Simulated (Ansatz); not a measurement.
Defect migration in corundum: interstitial Li, charge state +1. The step: a concerted move, in which Li travels most; the atom moves 1.82 Å along (0.00, 0.00, 0.14) of the unit cell; at the start the Li atom holds a host Al site and a host atom stands off its site; at the end the Li atom holds a host Al site and a host atom stands off its site; the moving atom starts with neighbours Al at 2.21, Al at 2.26; 3 O at 1.85, 3 O at 2.13 Å and ends with Al at 2.21, Al at 2.26; 3 O at 1.85, 3 O at 2.13 Å. DFT values are from Ansatz (plane-wave PAW, 420 eV unless said) in a cell of 120 host sites, spin-restricted, static, with no finite-size correction. The charge state is imposed; whether it is stable for some Fermi level was not computed. Sites that were not tried may lie lower. The start lies 1.17 eV above the lowest site run (PBE). For the PBE band: the saddle point's order was not checked, and it lies on a symmetry element of the cell, where a band can be held.

```tsv
Level	Forward barrier (eV)	Cost of the band or of the saddle's single point
CHGNet universal potential (has no charge state), its own band	2.56	-
PBE, the Γ point alone, band relaxed	2.93	very roughly 9 core-minutes
PBE, a 2×2×2 k-point mesh shifted by half a step along c, same geometries	2.94	roughly 2.4 core-minutes
r2SCAN at 500 eV, the Γ point alone, same geometries	?	around 60 core-seconds (rough)
```

**Question.** Fill in the missing entries.

**Answer.** 
- r2SCAN at 500 eV, the Γ point alone, same geometries, Forward barrier (eV): 2.97

Ansatz is a first-principles code.
